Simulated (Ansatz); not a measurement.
# What Li interstitial (started 1.91 Å from the nearest host atom), symmetric start does to SrVO3

The parent structure is a 20-atom supercell of SrVO$_{3}$ in the cubic perovskite structure (space group Pm-3m, No. 221; a = 3.8102 Å) at its relaxed geometry.

Modification: a neutral Li interstitial (started 1.91 Å from the nearest host atom), symmetric start, atoms relaxed at fixed cell.

All numbers come from Ansatz (a program for electronic structure), PBEsol, PAW, cutoff 420 eV, no spin-orbit coupling, earlier PAW set. Settings: 6×6×6 k-points, 0.05 eV Fermi–Dirac smearing.

The pressure goes from zero to 6.7 GPa and the total moment of the cell amounts to 0.0 μB. The largest displacement of a host atom from its site in the perfect cell comes out as 0.33 Å and the final site of the added atom amounts to 4 O at 1.86 Å (square planar).

Final structure:

```
Sr4LiV4O12
1.0
    3.81018    -3.81018    -3.81018
   -3.81018     3.81018    -3.81018
    3.81018     3.81018     3.81018
Sr V O Li
4 4 12 1
Direct
  0.50000   0.50000   0.00000
  0.00000   0.95698   0.95698
  0.00000   0.54302   0.54302
  0.50000   0.00000   0.50000
  0.49496   0.49748   0.49748
  0.00000   0.00252   0.49748
  0.00000   0.49748   0.00252
  0.50504   0.00252   0.00252
  0.24425   0.49425   0.25000
  0.75575   0.00575   0.25000
  0.74692   0.49692   0.75000
  0.25308   0.00308   0.75000
  0.74692   0.75000   0.49692
  0.24425   0.25000   0.49425
  0.25308   0.75000   0.00308
  0.75575   0.25000   0.00575
  0.50000   0.25000   0.25000
  0.00000   0.75000   0.25000
  0.00000   0.25000   0.75000
  0.50000   0.75000   0.75000
  0.00000   0.25000   0.25000
```

The magnetic state is the one reached from the starting moments; the real material's order can differ, and small cells can't hold many antiferromagnetic ones. In so small a cell the defect repeats every few ångströms: this is an ordered compound, not a dilute defect. The defect started on the symmetric site and kept its symmetry, so it may sit on a saddle. Starting moments died away, wholly or in part, for Li interstitial (started 1.91 Å from the nearest host atom) and the base; another magnetic solution may exist. No Hubbard U is applied, and correlation can decide whether such a compound is a metal. Spin-polarised in the final run: Li interstitial (started 1.91 Å from the nearest host atom); the other runs are not. An odd electron count without spin: SrVO3. The defect cell is spin-polarised and ends with 0.0 μB.
